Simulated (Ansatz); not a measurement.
# A computed series for MoP: pressure series

Base system: MoP (space group P-6m2, No. 187; a = 3.242 Å, c = 3.194 Å).

Cell and atoms are relaxed at each pressure.

Calculations: plane-wave PAW DFT at the PBE level (Ansatz, an electronic-structure program, 420 eV), no spin-orbit coupling.

```tsv
pressure (GPa)	volume per atom (Å³/atom)
-2	14.672
-1	14.602
0	14.534
0.9	14.473
2.1	14.395
9	13.985
15	?
22.5	13.328
30	13.022
```

Task: Fit the third-order Birch–Murnaghan form P(V) = (3B₀/2)[(V₀/V)^(7/3) − (V₀/V)^(5/3)]·[1 + (3/4)(B₀′ − 4)((V₀/V)^(2/3) − 1)] (squares taken in P) to the rows shown and predict the withheld row.

Result: Least squares on the printed values gives V₀ = 14.533 Å³/atom, B₀ = 215 GPa, B₀′ = 4.3; this predicts 13.673 Å³/atom, and the run gives 13.673 Å³/atom, in agreement.

Load acts through the strain it causes; cell and atoms are relaxed under it. Whether these cells are dynamically stable was not tested. No other phases were tried under pressure. All final runs are without spin polarisation. An odd electron count without spin: MoP.
